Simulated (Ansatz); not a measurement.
CeBr₃ (model structure, started from the ReO3 type, Pm-3m, No. 221, 4 atoms in the cell)

Level of theory: PBEsol in Ansatz (plane waves, PAW).

Numerical settings: plane-wave cutoff 520 eV, 6×6×6 k mesh, Fermi–Dirac smearing 0.01 eV, spin-polarised with parallel moments, scalar-relativistic PAW data made under PBE.

Cell (relaxed with PBEsol):

```
CeBr3
1.0
    5.74514     0.00000     0.00000
    0.00000     5.74514     0.00000
    0.00000     0.00000     5.74514
Ce Br
1 3
Direct
  0.00000   0.00000   0.00000
  0.50000   0.00000   0.00000
  0.00000   0.00000   0.50000
  0.00000   0.50000   0.00000
```
Starting moments (μB, in the order of the record's atoms Ce Br Br Br): 1.0 0.0 0.0 0.0.

```yaml
band_gap: 0.14 eV
smallest_direct_gap_on_the_k_points_sampled: 0.16 eV
direct gap at Γ: 0.56 eV
```

Note: the magnetic order was assumed, not searched for or taken from measurement; the 4f shell is treated without U or exact exchange, so its levels and filling can be wrong; the relaxation could raise the start's symmetry but not lower it, so the cell can be a saddle point.

Spin–orbit coupling is not included; it can close the smallest gap of 0.14 eV.

The computed numbers hold no vibrational or temperature effects.

The result took around 60 core-seconds (rough).

A model structure was made by putting elements into a prototype or built by hand; it is no filed structure, need not be a known phase, and can be a saddle point held by its symmetry.

Ansatz is an electronic-structure program.
